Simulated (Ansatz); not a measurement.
Start from ZnO in the wurtzite structure (space group P6_3mc, No. 186; a = 3.2352 Å, c = 5.2114 Å).

It is then changed as follows: an isotropic linear strain of +5.34 %, atoms relaxed at fixed cell.

Method: Ansatz (an electronic-structure program), r2SCAN, PAW, cutoff 500 eV, no spin-orbit coupling.

Base, band edges from the VBM (valence, conduction): K -1.77, 8.14; H -1.29, 8.53; M -0.87, 6.44; L -1.41, 6.27; A -0.40, 3.94; Γ 0.00, 1.24 eV.

Task: Give the band edges at the high-symmetry points of the new zone, measured from its valence-band maximum.

Result: 
```csv
point,valence edge (eV),conduction edge (eV)
Γ,0.00,0.99
M,-0.67,5.73
K,-1.43,7.47
A,-0.32,3.53
L,-1.13,5.93
H,-0.99,7.81
```

The gap is 0.99 eV, direct at Γ.

Gaps are Kohn–Sham eigenvalue differences; semilocal functionals usually give less than the measured gap. No phonon test of stability was made.
